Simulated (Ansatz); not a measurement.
## BAs: response to strain

Start from BAs in the zinc blende structure (space group F-43m, No. 216; a = 4.784 Å). Axes: x, y, z lie along the cube axes.

Strains are applied to the cell and any free atomic positions relax; under biaxial strain the out-of-plane vector relaxes too.

All numbers come from r2SCAN (Ansatz, a quantum-chemistry and plane-wave program), no spin-orbit coupling.

Notes on the quantities. in-plane stress: mean in-plane stress (compression positive).

| change | in-plane stress | smallest direct gap |
|---|---|---|
| base | – | 3.44 eV |
| biaxial strain −3.00 %, plane normal [001], relaxed out of plane | +11.0 GPa | 3.24 eV |
| biaxial strain −2.50 %, plane normal [001], relaxed out of plane | +9.0 GPa | 3.27 eV |
| biaxial strain −2.00 %, plane normal [001], relaxed out of plane | +7.0 GPa | 3.30 eV |
| biaxial strain −1.50 %, plane normal [001], relaxed out of plane | +5.2 GPa | 3.34 eV |
| biaxial strain −1.00 %, plane normal [001], relaxed out of plane | +3.4 GPa | 3.37 eV |
| biaxial strain −0.50 %, plane normal [001], relaxed out of plane | +1.7 GPa | 3.40 eV |

No phonon test of stability was made.
